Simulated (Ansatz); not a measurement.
Base system: Nb in the bcc (W type) structure (space group Im-3m, No. 229; relaxed with 0.1 eV smearing).

```xyz
1
Lattice="-1.6522 1.6522 1.6522 1.6522 -1.6522 1.6522 1.6522 1.6522 -1.6522" Properties=species:S:1:pos:R:3 pbc="T T T"
Nb     0.0000     0.0000     0.0000
```

Cartesian axes are those of the cell as printed.

Method: Ansatz (an electronic-structure program), r2SCAN, PAW, cutoff 500 eV, scalar-relativistic without spin-orbit coupling.

Now apply this change: every lattice vector is shortened by 1.00 %, atoms relaxed at fixed cell.

### Question
Predict the stress tensor and what it implies for the stiffness.

### Answer
Stress of the strained cell less that of the base (GPa, compression positive):
```
    5.5     0.0     0.0
    0.0     5.5     0.0
    0.0     0.0     5.5
```

Then B = −ΔP/(ΔV/V₀) with ΔV/V₀ = -0.0297 gives secant stiffness values (nonlinear terms included at this strain): B ≈ 186 GPa.

As a check, the harmonic strain energy −½ V₀ Δσ:ε is 9.3 meV/atom; the computed energy rise is 9.0 meV/atom.

Whether these cells are dynamically stable was not tested. All final runs are without spin polarisation.
